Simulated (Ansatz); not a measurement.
GaSb (model structure, within 0.1 Å of P6₄22, No. 181, 6 atoms in the cell), treated with LDA (Ansatz, a first-principles code, PAW).

Numerical settings: plane-wave cutoff 520 eV, 18×18×6 k mesh (along the axes of the cell as run), Fermi–Dirac smearing 0.05 eV, scalar-relativistic PAW data made under PBE.

Cell (relaxed at this level):

GaSb has the trigonal space group P3₁21 (No. 152), Pearson symbol hP6. Lattice parameters: a = b = 4.304 Å, c = 9.320 Å, α = β = 90.00°, γ = 120.00°. Ga on 3a has 4 Sb at 2.654 Å. Sb on 3b is coordinated by 4 Ga at 2.654 Å. (Neighbours: up to the widest gap in distance over summed covalent radii, below 1.35, at either atom; cation-cation and far metal-metal contacts left out.)

Estimate the bulk modulus B0 that the calculation returns.


* **bulk modulus B0**: 59.9 GPa

The run finds no gap.

Note: the bulk modulus is −V dP/dV from two relaxed cells at ±2 % in volume.

Spin–orbit coupling is not included; it can open a gap where bands touch, and shift volumes and moduli.

Computed values are for the static lattice.

It cost roughly 11 core-minutes of CPU time.

A model structure was made by putting elements into a prototype or built by hand; it is no filed structure, need not be a known phase, and can be a saddle point held by its symmetry.
